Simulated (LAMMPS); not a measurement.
MD of TiO2 (rutile) at zero pressure over temperature, 576 atoms; each row names its start.

Computed with classical MD, Buckingham potential of Woodley, Battle, Gale and Catlow, Phys. Chem. Chem. Phys. 1, 2535 (1999), used with rigid ions (no shells), PPPM sums, short-range terms cut at 10 Å, modified for these runs by an r^-4 repulsive force inside the short-range force's maximum, run in LAMMPS.

```csv
"T (K), start",state,volume,enthalpy,"first peak of g(r), O-Ti",coordination number of O by Ti
"100, crystal",crystal; no diffusion seen in 21 ps,10.1827 ± 0.0005 Å³/atom,-40.2053 ± 0.0001 eV/atom,"1.94 Å, height 26.4",3.00 (counted to 2.62 Å)
"200, crystal",crystal; no diffusion seen in 21 ps,10.1913 ± 0.0006 Å³/atom,-40.1791 ± 0.0001 eV/atom,"1.95 Å, height 21.2",3.00 (counted to 2.66 Å)
"300, crystal",crystal; no diffusion seen in 21 ps,10.2047 ± 0.0005 Å³/atom,-40.1536 ± 0.0003 eV/atom,"1.95 Å, height 18.1",3.00 (counted to 2.66 Å)
"940, crystal",crystal; no diffusion seen in 21 ps,10.2780 ± 0.0007 Å³/atom,-39.9855 ± 0.0007 eV/atom,"1.95 Å, height 10.8",3.00 (counted to 2.66 Å)
"1260, crystal",crystal; no diffusion seen in 21 ps,10.320 ± 0.001 Å³/atom,-39.899 ± 0.001 eV/atom,"1.95 Å, height 9.4",3.00 (counted to 2.66 Å)
"1580, crystal",crystal; no diffusion seen in 21 ps,10.358 ± 0.002 Å³/atom,-39.8145 ± 0.0010 eV/atom,"1.94 Å, height 8.3",3.00 (counted to 2.62 Å)
"1890, crystal",crystal; no diffusion seen in 21 ps,10.3999 ± 0.0004 Å³/atom,-39.730 ± 0.001 eV/atom,"1.94 Å, height 7.7",3.00 (counted to 2.62 Å)
"2200, crystal",crystal; no diffusion seen in 21 ps,10.442 ± 0.002 Å³/atom,-39.646 ± 0.002 eV/atom,"1.94 Å, height 7.2",3.00 (counted to 2.66 Å)
"2520, crystal",crystal; no diffusion seen in 21 ps,10.487 ± 0.001 Å³/atom,-39.557 ± 0.001 eV/atom,"1.93 Å, height 6.6",3.00 (counted to 2.66 Å)
```

Measured melting point: 2185 K (chemicals 1.5.2 (Python package), Misc/Physical Constants of Inorganic Compounds.csv; one source, unchecked).

Caution: the potential ionic pair potential woodley1999 is fitted for structure prediction of static crystals.

Caution (rows 940, crystal; 1260, crystal; 1580, crystal; 1890, crystal; 2200, crystal; 2520, crystal): a run this short can hold a crystal over, or a liquid under, the potential's own melting point, which these runs don't give.

Caution (rows 2200, crystal; 2520, crystal): enthalpy drifts during the constant-pressure average: a transition or slow ageing; fluctuation values are void.

From the crystal rows between 100 and 300 K, estimate the mean linear expansion coefficient and the heat capacity. The slope of ln V over three gives 3.6 × 10^-6 /K, and dH/dT = 3.0 kB/atom. Nuclei are classical here, so the heat capacity stays near 3 kB/atom, where a real crystal's falls off below its Debye temperature.

States go by the mean squared displacement: a species diffuses where it passes 1.5 Å², still rises and gives D over 1e-6 cm²/s; a crystal has left its structure where atoms lie 0.35 Å off their sites on average or a cubic box changes its shape by 3 %, or the axial ratios of another lie 8 % off the starting cell's, which the potential's own relaxation can also do.

Errors shown are sampling errors alone.
